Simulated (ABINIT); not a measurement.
Input and output of a self-consistent single point for CrO2 (P4_2/mnm, 6 atoms in the cell) (ABINIT)

Method: PBE, PAW (JTH v2.0 PBE PAW) (plane waves; ABINIT).

The input file:

```
# CrO2, JTH v2.0 PBE PAW
pp_dirpath "./"
pseudos "Cr.GGA_PBE-JTH.xml, O.GGA_PBE-JTH.xml"
acell 4.4532820000 4.4532820000 2.9430290000 Angstrom
rprim
         1.0000000000    0.0000000000    0.0000000000
         0.0000000000    1.0000000000    0.0000000000
         0.0000000000    0.0000000000    1.0000000000
natom 6
ntypat 2
znucl 24 8
typat 1 1 2 2 2 2
xcart
         0.0000000000    0.0000000000    1.4715145000
         2.2266410000    2.2266410000    0.0000000000
         0.8784544073    0.8784544073    0.0000000000
         3.5748275927    3.5748275927    0.0000000000
         1.3481865927    3.1050954073    1.4715145000
         3.1050954073    1.3481865927    1.4715145000
      Angstrom
ecut 30
pawecutdg 60
pawxcdev 0
nsppol 2
spinat
      0 0 3
      0 0 3
      0 0 0
      0 0 0
      0 0 0
      0 0 0
occopt 7
tsmear 0.272 eV
nband 37
kptopt 1
ngkpt 5 5 7
nshiftk 1
shiftk 0 0 0
nstep 100
tolvrs 1.0e-12
prtwf 0
prtden 0
prtvol 1
enunit 2
```

Log, with long lists cut:

```
 Symmetries : space group P4_2/m n m (#136); Bravais tP (primitive tetrag.)

 -outvars: echo values of preprocessed input variables --------
            acell      8.4154833725E+00  8.4154833725E+00  5.5615188111E+00 Bohr
             ecut      3.00000000E+01 Hartree
           enunit           2
              ixc     -101130
         kptrlatt        5    0    0      0    5    0      0    0    7
          kptrlen      3.89306317E+01
            natom           6
            nband          37
            ngfft          45      45      30
          ngfftdg          60      60      40
             nkpt          24
           nspden           2
           nsppol           2
            nstep         100
             nsym          16
           ntypat           2
           occopt           7
        pawecutdg      6.00000000E+01 Hartree
         pawxcdev           0
          spgroup         136
           spinat      0.0000000000E+00  0.0000000000E+00  3.0000000000E+00
                       0.0000000000E+00  0.0000000000E+00  3.0000000000E+00
                       0.0000000000E+00  0.0000000000E+00  0.0000000000E+00
                       0.0000000000E+00  0.0000000000E+00  0.0000000000E+00
                       0.0000000000E+00  0.0000000000E+00  0.0000000000E+00
                       0.0000000000E+00  0.0000000000E+00  0.0000000000E+00
           tolvrs      1.00000000E-12
           tsmear      9.99581651E-03 Hartree
            typat      1  1  2  2  2  2
           useylm           1
             xred      0.0000000000E+00  0.0000000000E+00  5.0000000000E-01
                       5.0000000000E-01  5.0000000000E-01  0.0000000000E+00
                       1.9726000000E-01  1.9726000000E-01  0.0000000000E+00
                       8.0274000000E-01  8.0274000000E-01  0.0000000000E+00
                       3.0274000000E-01  6.9726000000E-01  5.0000000000E-01
                       6.9726000000E-01  3.0274000000E-01  5.0000000000E-01
            znucl       24.00000    8.00000

== DATASET  1 ==================================================================

 Real(R)+Recip(G) space primitive vectors, cartesian coordinates (Bohr,Bohr^-1):
 R(1)=  8.4154834  0.0000000  0.0000000  G(1)=  0.1188286  0.0000000  0.0000000
 R(2)=  0.0000000  8.4154834  0.0000000  G(2)=  0.0000000  0.1188286  0.0000000
 R(3)=  0.0000000  0.0000000  5.5615188  G(3)=  0.0000000  0.0000000  0.1798070
 Unit cell volume ucvol=  3.9386877E+02 bohr^3
 Angles (23,13,12)=  9.00000000E+01  9.00000000E+01  9.00000000E+01 degrees

 Coarse grid specifications (used for wave-functions):

 getcut: wavevector=  0.0000  0.0000  0.0000  ngfft=  45  45  30
         ecut(hartree)=     30.000   => boxcut(ratio)=   2.12055

 Fine grid specifications (used for densities):

 getcut: wavevector=  0.0000  0.0000  0.0000  ngfft=  60  60  40
         ecut(hartree)=     60.000   => boxcut(ratio)=   2.04471

   3.76450178E+03                                ecore*ucvol(ha*bohr**3)

_setup2: Arith. and geom. avg. npw (full set) are    3091.263    3091.247
--- !BeginCycle
solver: {iscf: 17, nstep: 100, nline: 4, wfoptalg: 10, }
tolerances: {tolvrs: 1.00E-12, }
...

     iter   Etot(hartree)     deltaE(h) residm    nres2    magn
 ETOT  1  -239.05598479529    -2.39E+02 2.57E+00 6.18E+02 3.575
 ETOT  2  -242.59687674750    -3.54E+00 8.94E-02 4.17E+03 0.374
 ETOT  3  -239.48198997497     3.11E+00 1.00E-01 5.20E+01 3.900
 ETOT  4  -239.51401256949    -3.20E-02 3.82E-02 1.27E+01 3.992
 ETOT  5  -239.54199268764    -2.80E-02 5.15E-02 3.01E+00 4.000
 ETOT  6  -239.54699128046    -5.00E-03 6.85E-03 1.08E+00 4.000
   [... 13 lines left out ...]
 ETOT 20  -239.54993783316    -7.70E-12 3.74E-04 1.47E-10 4.000
 ETOT 21  -239.54993783316     9.95E-13 4.27E-04 1.90E-11 4.000
 ETOT 22  -239.54993783316    -9.95E-13 2.61E-04 2.75E-11 4.000
 ETOT 23  -239.54993783316     9.95E-13 4.15E-04 1.15E-12 4.000
 ETOT 24  -239.54993783316    -2.79E-12 2.26E-04 1.87E-13 4.000
 At SCF step   24       nres2   =  1.87E-13 < tolvrs=  1.00E-12 =>converged.

 Cartesian components of stress tensor (hartree/bohr^3)
  sigma(1 1)=  9.08962788E-05  sigma(3 2)=  0.00000000E+00
  sigma(2 2)=  9.08962788E-05  sigma(3 1)=  0.00000000E+00
  sigma(3 3)=  1.62996182E-04  sigma(2 1)=  0.00000000E+00

 Integrated electronic and magnetization densities in atomic spheres:
 Radius=ratsph(iatom), smearing ratsm=  0.0000. Diff(up-dn)=approximate z local magnetic moment.
 Atom    Radius    up_density   dn_density  Total(up+dn)  Diff(up-dn)
    1   2.10818     7.036094     5.015000     12.051094     2.021093
    2   2.10818     7.036094     5.015000     12.051094     2.021093
    3   1.41465     2.245854     2.315624      4.561478    -0.069769
    4   1.41465     2.245854     2.315624      4.561478    -0.069769
    5   1.41465     2.245854     2.315624      4.561478    -0.069769
    6   1.41465     2.245854     2.315624      4.561478    -0.069769
  Sum:             23.055605    19.292495     42.348100     3.763109
 Total magnetization (from the atomic spheres):             3.763109
 Total magnetization (exact up - dn):                       4.000005

 ----iterations are completed or convergence reached----

 reduced coordinates (array xred) for    6 atoms
       0.000000000000      0.000000000000      0.500000000000
       0.500000000000      0.500000000000      0.000000000000
       0.197259999996      0.197259999996      0.000000000000
       0.802740000004      0.802740000004      0.000000000000
       0.302740000004      0.697259999996      0.500000000000
       0.697259999996      0.302740000004      0.500000000000
 cartesian forces (eV/Angstrom) at end:
    1     -0.00000000000000    -0.00000000000000    -0.00000000000000
    2     -0.00000000000000    -0.00000000000000    -0.00000000000000
    3     -0.08593977168204    -0.08593977168204    -0.00000000000000
    4      0.08593977168204     0.08593977168204    -0.00000000000000
    5      0.08593977168204    -0.08593977168204    -0.00000000000000
    6     -0.08593977168204     0.08593977168204    -0.00000000000000
   [... lines left out ...]
 Fermi (or HOMO) energy (hartree) =   0.20731   Average Vxc (hartree)=  -0.42373
 Fermi (or HOMO) energy (eV) =   5.64129   Average Vxc (eV)= -11.53041
   [... lines left out ...]
 kpt#   1, nband= 37, wtk=  0.00571, kpt=  0.0000  0.0000  0.0000 (reduced coord)
 -65.64523  -65.63946  -37.22282  -37.22282  -36.88906  -36.88906  -36.69495  -36.67977
 -14.08286  -12.41642  -11.99224  -11.99224   -1.48653   -0.66782   -0.35565    0.82446
   0.82446    1.85434    1.85434    2.27593    3.94730    4.29979    4.29979    4.73099
   6.58927    6.60964    6.84878    6.84878    6.89185    8.14820    8.56732   10.26174
  10.26174   11.40738   13.15289   16.78280   16.78280
 prteigrs : prtvol=0 or 1, do not print more k-points.

--- !EnergyTerms
comment             : Components of total free energy in Hartree
kinetic             :  6.13561855622184E+01
hartree             :  5.96484027102261E+01
xc                  : -2.12391920852739E+01
Ewald energy        : -1.64462753658277E+02
psp_core            :  9.55775653998637E+00
local_psp           : -1.77132000942406E+02
spherical_terms     : -7.27608012178241E+00
internal            : -2.39547681995308E+02
'-kT*entropy'       : -2.25636372827882E-03
total_energy        : -2.39549938359037E+02
total_energy_eV     : -6.51848532632709E+03
...

-Cartesian components of stress tensor (GPa)         [Pressure= -3.3813E+00 GPa]
- sigma(1 1)=  2.67426040E+00  sigma(3 2)=  0.00000000E+00
- sigma(2 2)=  2.67426040E+00  sigma(3 1)=  0.00000000E+00
- sigma(3 3)=  4.79551244E+00  sigma(2 1)=  0.00000000E+00

 Calculation completed.
```

The run converged in 24 iterations.

The starting cell comes from a database of computed structures (which also holds hypothetical and non-ambient phases and stackings), without a prior relaxation at this level. Its lattice was rescaled by a random factor within 2.5 % of one. The magnetic order is the one reached from the typed start; others were not searched systematically. With a pressure of about -3 GPa the cell is away from its equilibrium volume at this level.

Cost on one core of a shared machine: roughly 20 min.
